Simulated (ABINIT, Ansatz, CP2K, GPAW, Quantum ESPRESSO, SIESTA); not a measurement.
# Code comparison for InAs (F-43m, 2 atoms in the cell)

Self-consistent single point.

```
CELL_PARAMETERS angstrom
      0.00000     3.03000     3.03000
      3.03000     0.00000     3.03000
      3.03000     3.03000     0.00000
ATOMIC_POSITIONS crystal
  In 0.00000 0.00000 0.00000
  As 0.25000 0.25000 0.25000
```

All programs got the same cell, k-point mesh and kind of occupations (in Ansatz's words: kpoints.mp_grid.grid = 9 9 9; scf.occupations.method = fermi_dirac; scf.occupations.width = 0.0037 Ry); potentials, basis and cutoffs are each program's usual ones.

```json
[
 {"code": "SIESTA", "model": "GGA PBE, numerical atomic orbitals DZP, PseudoDojo PBE standard norm-conserving potentials (rewritten from UPF to PSML)", "pressure (GPa)": "3.78", "k-points": "365", "cutoff": "grid 350 Ry"},
 {"code": "Quantum ESPRESSO", "model": "PBE, PseudoDojo standard norm-conserving (PBE) pseudopotentials", "pressure (GPa)": "3.57", "k-points": "35", "cutoff": "85 Ry"},
 {"code": "ABINIT", "model": "PBE, norm-conserving pseudopotentials (PseudoDojo nc-sr-05 PBE standard)", "pressure (GPa)": "3.56", "k-points": "35", "cutoff": "42 Ha"},
 {"code": "GPAW", "model": "PBE, GPAW PAW datasets PBE (gpaw-data 1.0.1)", "pressure (GPa)": "3.15", "k-points": "35", "cutoff": "550 eV"},
 {"code": "CP2K", "model": "PBE, GPW, DZVP-MOLOPT-SR-GTH basis, GTH-PBE potentials (GTH_POTENTIALS)", "pressure (GPa)": "4.24", "k-points": "365", "cutoff": "grid 500 Ry"},
 {"code": "Ansatz", "model": "PBE, default PAW files", "pressure (GPa)": "3.46", "k-points": "35", "cutoff": "default"}
]
```

No clean gap comes from SIESTA, Quantum ESPRESSO, ABINIT, GPAW, CP2K and Ansatz (a program for electronic structure): levels at the Fermi energy touch, overlap or are partly filled at this smearing.

The spread over the programs that give each value: pressure within 1.09 GPa.

The starting cell has typed, rounded lattice constants, without a prior relaxation at this level. On Ansatz's run: In the base run, with a pressure of about 3 GPa the cell is away from its equilibrium volume at this level. The run gives no clean gap (levels at the Fermi energy touch, overlap or are partly filled at this smearing), which alone does not show that the compound is a metal.

Q: Why do the programs differ, and what cannot be compared?

A: Differences of this kind can come from the potentials, where these differ, and from what each basis and cutoff leave unconverged. The valence holds different numbers of electrons (SIESTA 28, Quantum ESPRESSO 28, ABINIT 28, GPAW 18, CP2K 18, Ansatz 28). The zero of total energies and Fermi levels follows the potentials and each program's conventions, so they are not compared here. SIESTA and CP2K use small atom-centred bases, whose incompleteness enters pressures, forces and empty levels differently from a plane-wave cutoff. Ansatz's pressure is given at a fixed set of plane waves, as the other plane-wave codes print theirs; with its correction for the finite basis it is 3.49 GPa. Ansatz's smearing width was typed in Ry to four decimals, so it matches the others to a few per cent. The programs reduce the same mesh by symmetry to different extents, which changes the work and not the result.

Left out of this page: Elk and FLEUR (not drawn, or without a comparable value).

Keys are those of Ansatz 0.2.
